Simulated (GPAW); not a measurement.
Worked example: self-consistent single point of MnS (Fm-3m, 2 atoms in the cell) in GPAW

Method: PBE, GPAW PAW datasets PBE (gpaw-data 1.0.1) (plane waves; GPAW).

This input was run:

```python
from ase import Atoms
from ase.units import GPa
from gpaw import GPAW

atoms = Atoms(['S', 'Mn'],
              cell=[[0.000000, 2.480250, 2.480250],
                    [2.480250, 0.000000, 2.480250],
                    [2.480250, 2.480250, 0.000000]],
              positions=[[0.000000, 0.000000, 0.000000],
                         [2.480250, 2.480250, 2.480250]],
              pbc=True)

atoms.set_initial_magnetic_moments([0.0, 4.0])

calc = GPAW(spinpol=True,
            mode={'name': 'pw', 'ecut': 800},
            xc='PBE',
            kpts=(9, 9, 9),
            occupations={'name': 'methfessel-paxton', 'width': 0.2, 'order': 0},
            nbands=-10,
            convergence={'density': 1e-05, 'energy': 1e-05},
            symmetry={'symmorphic': False, 'tolerance': 0.0005},
            maxiter=100,
            txt='-')

atoms.calc = calc

energy = atoms.get_potential_energy()
print('Energy (eV):', round(energy, 6))
forces = atoms.get_forces()
print('Forces (eV/Ang):')
print(forces.round(5))
stress = atoms.get_stress()
print('Stress (GPa, Voigt):', (stress / GPa).round(4))
```

The program printed (abridged):

```
Input parameters:
  convergence: {density: 1e-05,
                energy: 1e-05}
  kpts: [9 9 9]
  maxiter: 100
  mode: {ecut: 800,
         name: pw}
  nbands: -10
  occupations: {name: methfessel-paxton,
                order: 0,
                width: 0.2}
  spinpol: True
  symmetry: {symmorphic: False,
             tolerance: 0.0005}
  xc: PBE

species:
  S:
    name: Sulfur
    Z: 16.0
    valence: 6
    core: 10
    charge: 0.0
    file: S.PBE.gz

    # Using partial waves for S as LCAO basis

  Mn:
    name: Manganese
    Z: 25.0
    valence: 15
    core: 10
    charge: 0.0
    file: Mn.PBE.gz

    # Using partial waves for Mn as LCAO basis

Reference energy: -42371.707970  # eV

Spin-polarized calculation.
Initial magnetic moment: 4.000000

Convergence criteria:
 Maximum [total energy] change in last 3 cyles: 1e-05 eV / valence electron
 Maximum integral of absolute [dens]ity change: 1e-05 electrons / valence electron
 Maximum integral of absolute [eigenst]ate change: 4e-08 eV^2 / valence electron
 Maximum number of scf [iter]ations: 100

Symmetries present (total): 48
Symmetries with fractional translations: 0
729 k-points: 9 x 9 x 9 Monkhorst-Pack grid
35 k-points in the irreducible part of the Brillouin zone
       k-points in crystal coordinates                weights
   0:     0.00000000    0.00000000    0.00000000          1/729
   1:     0.11111111    0.11111111    0.00000000          6/729
   2:     0.11111111    0.11111111    0.11111111          8/729
   [... 7 lines left out ...]
          ...
  34:     0.44444444    0.44444444    0.44444444          8/729

Wave functions: Plane wave expansion
  Cutoff energy: 800.000 eV
  Number of coefficients (min, max): 1471, 1584
  Pulay-stress correction: 0.000000 eV/Ang^3 (de/decut=0.000000)

Occupation numbers: Methfessel-Paxton:
  width: 0.2000  # eV
  order: 0

Eigensolver

Densities:
  Coarse grid: 24*24*24 grid
  Fine grid: 48*48*48 grid
  Total Charge: 0.000000

Density mixing:
  Method: difference
  Backend: pulay
  Linear mixing parameter: 0.05
  old densities: 5
  Damping of long wavelength oscillations: 50

Hamiltonian:
  XC and Coulomb potentials evaluated on a 48*48*48 grid
  External potential:
    NoExternalPotential

XC parameters: PBE with 2 nearest neighbor stencil

Number of atoms: 2
Number of atomic orbitals: 17
Number of bands in calculation: 22
Number of valence electrons: 21
Bands to converge: occupied

Density initialized from atomic densities
  17 bands from LCAO basis set
  5 bands from random numbers

Atomic positions and initial magnetic moments

Positions:
   0 S      0.000000    0.000000    0.000000    ( 0.0000,  0.0000,  0.0000)
   1 Mn     2.480250    2.480250    2.480250    ( 0.0000,  0.0000,  4.0000)

Unit cell:
           periodic     x           y           z      points  spacing
  1. axis:    yes    0.000000    2.480250    2.480250    24     0.1193
  2. axis:    yes    2.480250    0.000000    2.480250    24     0.1193
  3. axis:    yes    2.480250    2.480250    0.000000    24     0.1193

  Lengths:   3.507603   3.507603   3.507603
  Angles:   60.000000  60.000000  60.000000

Effective grid spacing dv^(1/3) = 0.1302

     iter     time        total  log10-change:  magmom
                         energy   eigst   dens
iter:   1 --:--:--   -14.621032                   +4.0039
iter:   2 --:--:--   -14.648148   -1.02  -1.51    +4.0444
iter:   3 --:--:--   -14.625336   -2.10  -1.52    +4.1036
iter:   4 --:--:--   -14.670950   -2.92  -1.71    +4.1058
iter:   5 --:--:--   -14.659004   -3.47  -2.00    +4.1315
iter:   6 --:--:--   -14.646637   -3.20  -2.18    +4.1190
iter:   7 --:--:--   -14.639690   -3.85  -2.18    +4.0974
iter:   8 --:--:--   -14.639716   -5.58  -3.53    +4.1001
iter:   9 --:--:--   -14.639728c  -6.26  -3.49    +4.1037
iter:  10 --:--:--   -14.639738c  -6.09  -3.64    +4.1038
iter:  11 --:--:--   -14.639719c  -6.68  -3.64    +4.1036
iter:  12 --:--:--   -14.639718c  -8.36c -4.68    +4.1036
iter:  13 --:--:--   -14.639718c  -8.82c -4.95    +4.1038
iter:  14 --:--:--   -14.639717c -10.36c -5.12c   +4.1040

Converged after 14 iterations.

Dipole moment: (-0.000000, 0.000000, -0.000000) |e|*Ang

Total magnetic moment: (0.000000, 0.000000, 4.103968)
Local magnetic moments:
   0 S  ( 0.000000,  0.000000,  0.064821)
   1 Mn ( 0.000000,  0.000000,  3.727093)

Energy contributions relative to reference atoms: (reference = -42371.707970)

Kinetic:        +17.591566
Potential:      -14.465006
External:        +0.000000
XC:             -17.992398
Entropy (-ST):   -0.026418
Local:           +0.239330
SIC:             +0.000000
--------------------------
Free energy:    -14.652926
Extrapolated:   -14.639717

Spin contamination: 0.003399 electrons
Showing only first 2 kpts
                      Up                     Down
 Kpt  Band  Eigenvalues  Occupancy  Eigenvalues  Occupancy
  0     8      5.60386    1.00000      8.62823    0.95173
  0     9      5.60386    1.00000      8.62823    0.95173
  0    10      6.73129    1.00000      8.62823    0.95173
  0    11      6.73129    1.00000      8.74255    0.80331

  1     8      5.36988    1.00000      8.43938    0.99864
  1     9      5.64542    1.00000      8.80516    0.65938
  1    10      6.93217    1.00000      9.20204    0.00830
  1    11      6.93217    1.00000      9.20204    0.00830

Fermi level: 8.86325

No gap
No difference between direct/indirect transitions
Energy (eV): -14.639717

Forces in eV/Ang:
  0 S     0.00000   -0.00000   -0.00000
  1 Mn    0.00000    0.00000    0.00000

Stress tensor:
    -0.027692     0.000000    -0.000000
     0.000000    -0.027692     0.000000
    -0.000000     0.000000    -0.027692
Stress (GPa, Voigt): [-4.4367 -4.4367 -4.4367  0.     -0.      0.    ]
```

The run converged in 14 iterations. GPAW prints stress with tension positive.

The starting cell was generated: these elements placed on a structure prototype, without a prior relaxation; it need not be a known phase or ordering of this composition. Its lattice was rescaled by a random factor within 2.5 % of one. With one magnetic atom in the cell only a parallel order is possible. With a pressure of about 4 GPa the cell is away from its equilibrium volume at this level.

Cost on one core of a shared machine: roughly 40 s.
